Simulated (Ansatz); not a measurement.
Start from C in the diamond structure (space group Fd-3m, No. 227).

```yaml
crystal:
  lattice:
    - [0.00000, 1.78014, 1.78014]
    - [1.78014, 0.00000, 1.78014]
    - [1.78014, 1.78014, 0.00000]
  atoms:
    - { symbol: C, position: [0.00000, 0.00000, 0.00000] }
    - { symbol: C, position: [0.25000, 0.25000, 0.25000] }
```

Cartesian axes are those of the cell as printed.

All numbers come from Kohn–Sham DFT with the r2SCAN functional, run in Ansatz (an electronic-structure program) with PAW and 500 eV plane waves, no spin-orbit coupling.

Strains are applied to the cell and any free atomic positions relax; under biaxial strain the out-of-plane vector relaxes too.

One change was made to it. Results:

| quantity | base | after |
|---|---|---|
| volume per atom | 5.64 Å³ | 5.58 Å³ |
| band gap | 4.36 eV | 4.38 eV |

Which change produced these results?
A) isotropic strain +3.17 %
B) biaxial strain +2.46 %, plane normal [110], relaxed out of plane
C) biaxial strain −3.00 %, plane normal [110], relaxed out of plane
D) biaxial strain −0.55 %, plane normal [111], relaxed out of plane
E) biaxial strain +2.93 %, plane normal [001], relaxed out of plane

D, biaxial strain −0.55 %, plane normal [111], relaxed out of plane. For comparison, the band gap in the other runs: biaxial strain +2.46 %, plane normal [110], relaxed out of plane gives 4.08 eV; biaxial strain +2.93 %, plane normal [001], relaxed out of plane gives 3.34 eV; isotropic strain +3.17 % gives 4.15 eV; biaxial strain −3.00 %, plane normal [110], relaxed out of plane gives 3.88 eV.

A biaxial case was relaxed in a doubled cell and then solved in the primitive one. Stability against distortions was not tested.
